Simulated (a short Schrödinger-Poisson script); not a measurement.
## MOS inversion layer, Al2O3 on p-type Si(110)

System: MOS inversion layer, Al2O3 on p-type Si(110), at 300 K.

| layer | material | thickness (nm) | Na (cm⁻³) |
|---|---|---|---|
| 1 | Al2O3 | 3.3 | - |
| 2 | Si | 220 | 3.9e18 |

Constants are typed, rounded textbook-type inputs, not results; the design itself was drawn at random and stands for no fabricated device. Al2O3: permittivity 9, conduction-band edge (eV) 2.7, gap (eV) 6.8, electron mass (mₑ) 0.3. Si: permittivity 11.7, conduction-band edge (eV) 0, gap (eV) 1.124, Nv at 300 K (cm⁻³) 3.1e19.

Channel valleys (confinement mass, in-plane density-of-states mass, number): Δ4 0.315, 0.324, 4; Δ2 0.19, 0.417, 2. At the gate the conduction-band edge of layer 1 lies 3.25 eV − eVg above the Fermi level of the channel; the field vanishes at the back. Gaps are held at their typed values at every temperature. Mesh 0.03 nm at interfaces.

From a short Schrödinger-Poisson script (our own, NumPy): 1D Poisson equation in equilibrium, electrons quantum, Hartree (BenDaniel-Duke, 12 states a valley, the channel's in-plane mass for all, wave functions free to enter the dielectric), parabolic valleys, classical holes, full ionisation, no traps, pinning or gate leakage.

```tsv
Vg (V)	electrons (cm⁻²)	C (μF/cm²)	Δ4 E0 (meV)	Δ4 E1 (meV)	Δ2 E0 (meV)	Δ2 E1 (meV)
0.85	9.23e6	0.481	372.5	543.7	403.4	602.3
0.95	1.59e8	0.465	298.8	476.2	330.6	537.1
1.05	2.82e9	0.460	224.3	407.6	256.9	470.5
1.15	4.71e10	0.590	151.4	340.2	184.8	405.1
1.25	3.93e11	1.17	96.2	289.9	130.3	356.2
1.35	1.18e12	1.56	67.2	265.2	102.0	332.2
1.45	2.17e12	1.72	50.6	252.5	86.1	320.0
1.55	3.25e12	1.80	39.2	244.9	75.5	312.7
1.65	4.39e12	1.86	30.5	239.9	67.5	308.0
1.75	5.56e12	1.89	23.5	236.4	61.1	304.7
1.85	6.74e12	1.92	17.5	233.8	55.8	302.3
```

Subbands count from the Fermi level.
